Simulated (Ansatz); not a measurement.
Bond-angle distributions (per cent of the angles at each element, bins of 10°) of a relaxed model of amorphous Si26O36C8 at 2.13 g/cm³. The numbers are results of PBE, scalar-relativistic without spin-orbit coupling (plane waves to 420 eV, PAW; Ansatz, a quantum-chemistry and plane-wave program), not measurements.

It comes from a melt-quench run on a machine-learned potential (CHGNet), relaxed afterwards by DFT. O atoms were pushed apart under 1.9 Å during the dynamics, to hinder bonds among them. The hot cell started wider than the set density and was brought back towards it in steps. It is the lowest in DFT energy of 2 quenches. It is a model cell: composition and starting density were chosen by hand, and all elements were melted together. No dispersion term was used. Its density started from a set value of 2.36 and ended at 2.13 g/cm³. Cooling (nominally 1000 K/ps over its main leg) ran many orders faster than in experiment, which tends to leave more defects and strain. One small periodic cell is one sample of the glass; other quenches scatter about these values. Volume and shape were free in the relaxation.

Bonds are counted up to Si-Si 2.60 Å, Si-O 1.90 Å, Si-C 2.19 Å, O-O 1.58 Å, O-C 1.56 Å, C-C 1.78 Å. Two cations that share two anions don't count as bonded, nor two that share one unless they lie closer than Si-Si 2.38 Å, Si-C 2.00 Å, C-C 1.63 Å.

```json
[
 {"angle (°)": "50-60", "at Si": "1", "at O": "0"},
 {"angle (°)": "60-70", "at Si": "1", "at O": "0"},
 {"angle (°)": "70-80", "at Si": "2", "at O": "0"},
 {"angle (°)": "80-90", "at Si": "0", "at O": "0"},
 {"angle (°)": "90-100", "at Si": "7", "at O": "3"},
 {"angle (°)": "100-110", "at Si": "46", "at O": "0"},
 {"angle (°)": "110-120", "at Si": "32", "at O": "3"},
 {"angle (°)": "120-130", "at Si": "6", "at O": "18"},
 {"angle (°)": "130-140", "at Si": "4", "at O": "21"},
 {"angle (°)": "140-150", "at Si": "0", "at O": "32"},
 {"angle (°)": "150-160", "at Si": "0", "at O": "9"},
 {"angle (°)": "160-170", "at Si": "0", "at O": "15"},
 {"angle (°)": "170-180", "at Si": "1", "at O": "0"}
]
```

They go with these counts of neighbours within the cut-offs, cation contacts included: Si mean 3.9, most often 4; O mean 1.9, most often 2.
